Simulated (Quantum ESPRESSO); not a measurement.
## Parameter sweep on Na₃Al₂P₂O₈F₃ (Cmc2_1, 36 atoms in the cell)

```yaml
crystal:
  lattice:
    - [5.26319, -4.43874, 0.00000]
    - [5.26319, 4.43874, 0.00000]
    - [0.00000, 0.00000, 8.85688]
  atoms:
    - { symbol: Na, position: [0.47463, 0.52537, 0.98915] }
    - { symbol: Na, position: [0.52537, 0.47463, 0.48915] }
    - { symbol: Na, position: [0.23880, 0.76120, 0.22189] }
    - { symbol: Na, position: [0.76120, 0.23880, 0.72189] }
    - { symbol: Na, position: [0.88866, 0.11134, 0.35563] }
    - { symbol: Na, position: [0.11134, 0.88866, 0.85563] }
    - { symbol: Al, position: [0.93390, 0.42612, 0.00445] }
    - { symbol: Al, position: [0.06610, 0.57388, 0.50445] }
    - { symbol: Al, position: [0.57388, 0.06610, 0.00445] }
    - { symbol: Al, position: [0.42612, 0.93390, 0.50445] }
    - { symbol: P, position: [0.74889, 0.74761, 0.24840] }
    - { symbol: P, position: [0.25111, 0.25239, 0.74840] }
    - { symbol: P, position: [0.25239, 0.25111, 0.24840] }
    - { symbol: P, position: [0.74761, 0.74889, 0.74840] }
    - { symbol: O, position: [0.75791, 0.56471, 0.14774] }
    - { symbol: O, position: [0.24209, 0.43529, 0.64774] }
    - { symbol: O, position: [0.43529, 0.24209, 0.14774] }
    - { symbol: O, position: [0.56471, 0.75791, 0.64774] }
    - { symbol: O, position: [0.93645, 0.73663, 0.34847] }
    - { symbol: O, position: [0.06355, 0.26337, 0.84847] }
    - { symbol: O, position: [0.26337, 0.06355, 0.34847] }
    - { symbol: O, position: [0.73663, 0.93645, 0.84847] }
    - { symbol: O, position: [0.74184, 0.93686, 0.15410] }
    - { symbol: O, position: [0.25816, 0.06314, 0.65410] }
    - { symbol: O, position: [0.06314, 0.25816, 0.15410] }
    - { symbol: O, position: [0.93686, 0.74184, 0.65410] }
    - { symbol: O, position: [0.56083, 0.76181, 0.34812] }
    - { symbol: O, position: [0.43917, 0.23819, 0.84812] }
    - { symbol: O, position: [0.23819, 0.43917, 0.34812] }
    - { symbol: O, position: [0.76181, 0.56083, 0.84812] }
    - { symbol: F, position: [0.75021, 0.24979, 0.99609] }
    - { symbol: F, position: [0.24979, 0.75021, 0.49609] }
    - { symbol: F, position: [0.11205, 0.59879, 0.00446] }
    - { symbol: F, position: [0.88795, 0.40121, 0.50446] }
    - { symbol: F, position: [0.40121, 0.88795, 0.00446] }
    - { symbol: F, position: [0.59879, 0.11205, 0.50446] }
```

Base run A: PBEsol, GBRV 1.5 ultrasoft (PBESOL) pseudopotentials (Quantum ESPRESSO), self-consistent single point.

Its settings: ecutwfc = 40 Ry; ecutrho = 200 Ry; occupations = smearing; smearing = gauss; degauss = 0.000734986 Ry; K_POINTS = automatic 2 2 2 0 0 0; conv_thr = 1e-10 Ry.

The starting cell comes from a database of computed structures (which also holds hypothetical and non-ambient phases and stackings), without a prior relaxation at this level.

Total energies depend on the potentials, the functional and any Hubbard or dispersion term, so they are compared only between runs that share all of them.

Runs:
- B: potentials: GBRV 1.5 ultrasoft (LDA) [LDA (PZ)]
- C: input_dft: default → blyp; potentials: GBRV 1.5 ultrasoft (PBE) [BLYP]
- D: input_dft: default → wc; potentials: GBRV 1.5 ultrasoft (PBE) [Wu-Cohen GGA]

| run | pressure (GPa) | largest force (eV/Å) | gap on the mesh (eV) |
|---|---|---|---|
| A | -2.52 | 0.332 | 4.658 |
| B | -7.13 | 0.450 | 4.467 |
| C | 3.29 | 0.428 | (withheld) |
| D | -1.79 | 0.330 | (withheld) |

Question: Some entries are withheld; supply them.

Answer: 
- C, gap on the mesh (eV): 4.784
- D, gap on the mesh (eV): 4.694

Left out of this page: 3 runs of the series held back from this collection.
